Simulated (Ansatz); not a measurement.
Start from BN in the zinc blende structure (space group F-43m, No. 216; a = 3.6057 Å). Axes: x, y, z lie along the cube axes.

It is then changed as follows: biaxial strain +1.78 %, plane normal [001], relaxed out of plane (Cartesian); in-plane vectors clamped, the third vector and the atoms free.

Levels (all Ansatz, a quantum-chemistry and plane-wave program, PAW): PBEsol (420 eV, scalar-relativistic without spin-orbit coupling); r2SCAN (500 eV, scalar-relativistic without spin-orbit coupling); HSE06 (420 eV, no spin-orbit coupling).

At the geometry relaxed with PBEsol, these levels gave the following band gaps, in shuffled order: (a) 4.51 eV, (b) 3.82 eV, (c) 5.30 eV.

**Question.** Match each gap to its level.

**Answer.** (a) r2SCAN; (b) PBEsol; (c) HSE06.

Single points use the geometry relaxed with PBEsol. HSE06 gaps are upper bounds (no full band path). Stability against distortions was not tested.
